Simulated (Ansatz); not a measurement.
The starting structures come from a database of crystals and need not be the phases stable at ambient conditions.

By PBEsol, the system below comes out a metal.

A figure of merit of an interconnect metal is its ballistic conductance per area.

Given:

```xyz
2
Lattice="3.1423 0.0000 0.0000 0.0000 4.4439 0.0000 0.0000 2.2220 2.2220" Properties=species:S:1:pos:R:3 pbc="T T T"
Zn     1.5712     2.2220     0.0000
Ag     0.0000     0.0000     0.0000
```

The cell is taken as given; by PBEsol it stands under a pressure of -2.6 GPa.

The current flows along the normal of the first two printed cell vectors, the (110) plane of the conventional cell. No spin-orbit coupling; the value is a mean over 0.1 eV about the Fermi level.

Q: Give the ballistic conductance per area that PBEsol in Ansatz (a quantum-chemistry and plane-wave program) yields.

A: 0.90 × 10¹⁵ S/m² for both spins.
